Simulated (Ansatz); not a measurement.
## Response to strain in Ag

Take Ag in the fcc (Cu type) structure (space group Fm-3m, No. 225; a = 4.054 Å; relaxed with 0.1 eV smearing) as the base. Axes: x, y, z lie along the cube axes.

Strains are applied to the cell and any free atomic positions relax; under biaxial strain the out-of-plane vector relaxes too.

All numbers come from PBEsol (Ansatz, a program for electronic structure; PAW; 420 eV plane waves; without spin-orbit coupling).

```csv
"biaxial strain, plane normal [001], relaxed out of plane (%)",out-of-plane strain (%)
-3,4.27
-2.5,3.56
-2,2.86
-1.5,2.15
-1,1.44
-0.5,?
0,0.00
```

Q: Fit ε⊥ = −νε + γε² (strains in %) to the rows shown and predict the withheld row.

A: Least squares on the printed values gives ν = 1.44 (the biaxial Poisson response) and γ = -0.007 (largest residual 0.01 %); this predicts 0.72 %, and the run gives 0.72 %, in agreement.

Stability against distortions was not tested.
